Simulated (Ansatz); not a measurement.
K₂Sn₂O₃ (space group R-3m, No. 166)

```
K2Sn2O3
1.0
    3.01078     1.73827     4.69625
   -3.01078     1.73827     4.69625
    0.00000    -3.47655     4.69625
K Sn O
2 2 3
Cartesian
  0.00000   0.00000   7.04437
  0.00000   0.00000   0.00000
  0.00000   0.00000   3.42265
  0.00000   0.00000  10.66609
 -1.50539   0.86914   2.34812
  0.00000  -1.73827   2.34812
  1.50539   0.86914   2.34812
```

Method: PBEsol/PAW in Ansatz (a first-principles code), no spin-orbit coupling. k-mesh 7×7×7 (Γ-centred); smearing 0.05 eV (Fermi–Dirac).

| Property | Result |
|---|---|
| Volume per atom | 21.07 Å³ |
| Density | 4.09 g/cm³ |
| Band gap | 0.98 eV, direct at Γ |
| Hole mass | 0.35 mₑ along c, 0.15 mₑ across |
| Total energy | -2373.818 eV/atom (σ→0; compares only within this code and set-up) |

Effective masses come from finite differences of ±0.01 Å⁻¹. Gaps are read on the SCF mesh and a high-symmetry path. Stability against distortions was not tested.
